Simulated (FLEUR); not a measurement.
FLEUR run on AlCr2C (P6_3/mmc, 8 atoms in the cell): self-consistent single point.

Computed with LDA (Perdew-Zunger), all-electron FLAPW (FLEUR), scalar-relativistic valence.

```xyz
8
Lattice="2.8251 0.0000 0.0000 -1.4125 2.4466 0.0000 0.0000 0.0000 12.6014" Properties=species:S:1:pos:R:3 pbc="T T T"
Al     1.4126     0.8155     3.1503
Al     0.0000     1.6311     9.4510
Cr     0.0000     1.6311     5.2288
Cr     1.4126     0.8155     7.3726
Cr     1.4126     0.8155    11.5295
Cr     0.0000     1.6311     1.0719
C      0.0000     0.0000     6.3007
C      0.0000     0.0000     0.0000
```

Reference input (self-consistent single point, DFT, PBE, all-electron FLAPW (FLEUR), scalar-relativistic valence): Kmax = 4.8 1/bohr; GmaxXC = 14.4 1/bohr; xcFunctional = pbe; jspins = 1; l_soc = F; mode = hist; fermiSmearingEnergy = 0.00499791 Htr; mesh (inpgen div1-3) = 9 9 2; inpgen gamma flag = true; Gmax = 14.4 1/bohr; numbands = 0; maxIterBroyd = 99. This run's input differs from it in these lines:

```diff
@@ -20,2 +20,3 @@
 &comp jspins=1 /
+&exco xctyp='pz' /
 &kpt div1=9 div2=9 div3=2 gamma=t /
@@ -32,3 +33,3 @@
       <coreElectrons ctail="T" frcor="F" kcrel="0" coretail_lmax="0"/>
-      <xcFunctional name="pbe" relativisticCorrections="F"/>
+      <xcFunctional name="pz" relativisticCorrections="F"/>
       <magnetism jspins="1"/>
```

Log, with long lists cut:

```
 Iteration:     1   Distance:      42.04076525 me/bohr^3
 Iteration:     2   Distance:      33.87218127 me/bohr^3
 Iteration:     3   Distance:      11.02985742 me/bohr^3
 Iteration:     4   Distance:      14.51244928 me/bohr^3
 Iteration:     5   Distance:       4.06452020 me/bohr^3
   [... 10 lines left out ...]
 Iteration:    16   Distance:       0.00014811 me/bohr^3
 Iteration:    17   Distance:       0.00002016 me/bohr^3
 Iteration:    18   Distance:       0.00001019 me/bohr^3
 Iteration:    19   Distance:       0.00000399 me/bohr^3
 Reset of history
 Run finished successfully
 Stop message:
   Structural relaxation: new displacements generated

[file out, last iteration]
             iter=     20
[...]
          total density-effective poten   -7.5220643088E+03
          total charge density-energy d   -2.3274179713E+02
 Updated energy parameters for spin:           1
[...]
 fermi energy and band-weighting factors:

[...]
FERMIE:
          first approx. to ef    (T=0)  :   0.427884 htr   (energy of the highest occ. eigenvalue)
          number of occ. states  (T=0)  :        849
          first approx. to seigv (T=0)  : -34.667548 htr
          sum of weights of occ. states :  35.049383
          sum of semicore charge        :   0.000000 e
FERHIS:  Fermi-Energy by histogram:
          bandgap                     :   0.000000 htr
   [... lines left out ...]
          charge neutrality (T=0)     :   0.098765    (zero if the highest occ. eigenvalue is "entirely" occupied)
     EF_NEWTON:  Adjust Fermi-Energy by Newton-Method.
 Direct bandgap for spin            1 :    4.7788693887044764E-003  Htr
 ---->    free energy=                     -4755.0617141465 htr
   [... lines left out ...]
 TOTAL FORCE FOR ATOM TYPE=  1  X= -2.669   Y=  1.541   Z=  5.953
                       FX_TOT= 0.000000 FY_TOT= 0.000000 FZ_TOT= 0.000000
 TOTAL FORCE FOR ATOM TYPE=  2  X=  2.669   Y= -1.541   Z=  9.881
                       FX_TOT= 0.000000 FY_TOT= 0.000000 FZ_TOT= 0.008949
 TOTAL FORCE FOR ATOM TYPE=  3  X=  0.000   Y=  0.000   Z= 11.907
                       FX_TOT= 0.000000 FY_TOT= 0.000000 FZ_TOT= 0.000000
```

The run converged in 19 iterations. FLEUR gives forces in its relaxation mode, with a further iteration, so its stop message speaks of a relaxation. 

The starting cell comes from a database of computed structures (which also holds hypothetical and non-ambient phases and stackings), without a prior relaxation at this level. Spin polarisation is off. Values depend on the basis (sphere radii, cutoffs, local orbitals), which need not be converged. The log's line on a gap gives a spacing of levels on this mesh, which the program prints for metals too.

Cost on one core of a shared machine: roughly 4 min.
